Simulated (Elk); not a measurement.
Elk run on YB2 (P6/mmm, 3 atoms in the cell): self-consistent single point.

Level of theory: PBEsol, all-electron FP-LAPW, Elk's shipped species files, APW+lo basis with extra local orbitals (Elk 10.2.4).

The change in words: lattice scaled by 0.98. Reference geometry:
```yaml
crystal:
  lattice:
    - [3.30084, 0.00000, 0.00000]
    - [-1.65042, 2.85861, 0.00000]
    - [0.00000, 0.00000, 3.86250]
  atoms:
    - { symbol: Y, position: [0.00000, 0.00000, 0.00000] }
    - { symbol: B, position: [0.33333, 0.66667, 0.50000] }
    - { symbol: B, position: [0.66667, 0.33333, 0.50000] }
```

Reference input (self-consistent single point, DFT, PBEsol, all-electron FP-LAPW, Elk's shipped species files, APW+lo basis with extra local orbitals): xctype = 22; rgkmax = 8; stype = 3; swidth = 0.00367493 Ha; ngridk = 8 8 6; tforce = true; gmaxvr = 18 1/bohr; lmaxapw = 10; lmaxo = 8; nxlo = 2; lorbcnd = true; lradstp = 2. This run's input differs from it in these lines:

```diff
@@ -49,5 +49,5 @@
 avec
-    3.3008398304    0.0000000394    0.0000000000
-   -1.6504199493    2.8586111272    0.0000000000
-    0.0000000000    0.0000000000    3.8625000000
+    3.2348230608    0.0000002359    0.0000000000
+   -1.6174117347    2.8014388294    0.0000000000
+    0.0000000000    0.0000000000    3.7852500000
```

Output (repeated stretches shortened):

```
│ Self-consistent loop started │
│ Loop number : 1 │
 total energy                :     -3433.75858123
│ Loop number : 2 │
 total energy                :     -3433.85191797
RMS change in Kohn-Sham potential (target) :    3.497082030     (  0.1000000000E-05)
Absolute change in total energy (target)   :   0.9333674442E-01 (  0.1000000000E-03)
│ Loop number : 3 │
 total energy                :     -3433.20481298
RMS change in Kohn-Sham potential (target) :    2.065441788     (  0.1000000000E-05)
Absolute change in total energy (target)   :   0.6237707987     (  0.1000000000E-03)
│ Loop number : 4 │
   [... lines left out ...]
Absolute change in total energy (target)   :   0.5734949445E-04 (  0.1000000000E-03)
│ Loop number : 13 │
 total energy                :     -3433.29067204
RMS change in Kohn-Sham potential (target) :   0.1487524570E-05 (  0.1000000000E-05)
Absolute change in total energy (target)   :   0.2452173476E-04 (  0.1000000000E-03)
│ Loop number : 14 │
 total energy                :     -3433.29067759
RMS change in Kohn-Sham potential (target) :   0.8060880418E-06 (  0.1000000000E-05)
Absolute change in total energy (target)   :   0.1168829658E-04 (  0.1000000000E-03)
Convergence targets achieved

│ Loop number : 15 │

Energies :
 Fermi                       :     0.392373528064
 total energy                :     -3433.29067172

Density of states at Fermi energy :    24.32590782
 (states/Hartree/unit cell)

Estimated indirect band gap :   0.2614862296E-02
 from k-point     10 to k-point     21
Estimated direct band gap   :   0.4199008976E-01
 at k-point      3

Charges :
 core                        :    32.00000000
 valence                     :    17.00000000
 interstitial                :    4.955654653
 muffin-tins (core leakage)
  species :    1 (Y)
   atom    1                 :    36.70748176     (  0.3090212690E-04)
  species :    2 (B)
   atom    1                 :    3.668431792     (  0.1697611124E-03)
   atom    2                 :    3.668431792     (  0.1697611124E-03)
   [... lines left out ...]
   total force               :    -0.00000000    0.00000000    0.00000000
   total magnitude           :     0.00000000
  atom :    2
   Hellmann-Feynman          :     0.00000000    0.00000000   -0.00000000
   IBS                       :    -0.00000000   -0.00000000    0.00000000
   total force               :     0.00000000   -0.00000000    0.00000000
   total magnitude           :     0.00000000
```

The run converged in 15 iterations. The count includes the last loop, which Elk runs after its targets are met. Against the reference run the free energy rises by 3.9 meV/atom.

The starting cell comes from a database of computed structures (which also holds hypothetical and non-ambient phases and stackings), without a prior relaxation at this level. For this run, on top of that: lattice scaled by 0.98. Values depend on the basis (sphere radii, cutoffs, local orbitals), which need not be converged. The log's line on a gap gives a spacing of levels on this mesh, which the program prints for metals too.
